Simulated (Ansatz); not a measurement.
**HfO2, response to strain**

Consider HfO₂ (space group P2_1/c, No. 14).

```yaml
crystal:
  lattice:
    - [5.11418, 0.00000, 0.00000]
    - [0.00000, 5.18192, 0.00000]
    - [-0.87081, 0.00000, 5.22378]
  atoms:
    - { symbol: Hf, position: [0.27620, 0.04186, 0.20826] }
    - { symbol: Hf, position: [0.72380, 0.54186, 0.29174] }
    - { symbol: Hf, position: [0.72380, 0.95814, 0.79174] }
    - { symbol: Hf, position: [0.27620, 0.45814, 0.70826] }
    - { symbol: O, position: [0.07004, 0.33376, 0.34403] }
    - { symbol: O, position: [0.92996, 0.83376, 0.15597] }
    - { symbol: O, position: [0.92996, 0.66624, 0.65597] }
    - { symbol: O, position: [0.07004, 0.16624, 0.84403] }
    - { symbol: O, position: [0.44797, 0.75767, 0.47848] }
    - { symbol: O, position: [0.55203, 0.25767, 0.02152] }
    - { symbol: O, position: [0.55203, 0.24233, 0.52152] }
    - { symbol: O, position: [0.44797, 0.74233, 0.97848] }
```

Cartesian axes are those of the cell as printed.

Strains are applied to the cell and any free atomic positions relax; under biaxial strain the out-of-plane vector relaxes too; under stress the whole cell relaxes.

All numbers come from r2SCAN (Ansatz, an electronic-structure program; PAW; 500 eV plane waves; scalar-relativistic without spin-orbit coupling), earlier PAW set.

Notes on the quantities. pressure: mean of the normal stresses, compression positive.

```json
[
 {"variant": "base", "volume per atom": "11.54 Å³", "band gap": "4.60 eV", "smallest direct gap": "4.68 eV", "pressure": "0.00 GPa"},
 {"variant": "biaxial strain −0.62 %, plane normal [001], relaxed out of plane", "volume per atom": "11.46 Å³", "band gap": "4.62 eV", "smallest direct gap": "4.71 eV", "pressure": "1.81 GPa"},
 {"variant": "isotropic strain +2.18 %", "volume per atom": "12.31 Å³", "band gap": "4.62 eV", "smallest direct gap": "…", "pressure": "…"},
 {"variant": "uniaxial strain ε_xx = −1.30 %", "volume per atom": "11.39 Å³", "band gap": "4.61 eV", "smallest direct gap": "4.71 eV", "pressure": "2.68 GPa"},
 {"variant": "uniaxial strain ε_yy = −2.71 %", "volume per atom": "11.22 Å³", "band gap": "4.67 eV", "smallest direct gap": "4.73 eV", "pressure": "7.89 GPa"},
 {"variant": "uniaxial stress, 2 GPa tension along x", "volume per atom": "11.58 Å³", "band gap": "4.58 eV", "smallest direct gap": "4.66 eV", "pressure": "–"},
 {"variant": "tensor shear ε_xz = −3.28 %", "volume per atom": "11.52 Å³", "band gap": "4.44 eV", "smallest direct gap": "4.55 eV", "pressure": "1.28 GPa"}
]
```

**Question.** Some entries are withheld; estimate them.

**Answer.** 
- isotropic strain +2.18 %, smallest direct gap: 4.70 eV
- isotropic strain +2.18 %, pressure: -12.30 GPa

With Hf present, leaving out spin-orbit coupling can change the band edges. Stability under load was not tested beyond the relaxation.
